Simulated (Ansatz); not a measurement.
We consider KBH4 (within 0.1 Å of P4₂/nmc, No. 137; cell taken from a computed entry), described by PBE0 in Ansatz (PAW).

Run with plane-wave cutoff 500 eV, 6×6×4 k mesh (along the axes of the cell as run), gaussian smearing 0.02 eV, scalar-relativistic PAW data made under PBE.

Cell (relaxed with PBEsol):

KBH4 has the tetragonal space group P4₂/nmc, origin choice 1 (No. 137), Pearson symbol tP12. Lattice parameters: a = b = 4.636 Å, c = 6.520 Å, α = β = γ = 90.00°. K on 2a is surrounded by 12 H at 2.740–2.756 Å and 6 B at 3.260–3.278 Å. B on 2b is surrounded by 4 H at 1.234 Å and 6 K at 3.260–3.278 Å. H on 8g sees 1 B at 1.234 Å and 3 K at 2.740–2.756 Å (tetrahedral). (Neighbours: up to the widest gap in distance over summed covalent radii, below 1.35, at either atom; cation-cation and far metal-metal contacts left out.)

Problem. Estimate the band gap that the calculation returns.

Solution. 
- band gap: 8.07 eV (on the SCF k mesh)

Note: cell and atoms aren't relaxed at this level.

Computed values are for the static lattice.

Cost on a shared machine: about 13 core-minutes (a rough figure).

Ansatz is a program for electronic structure.
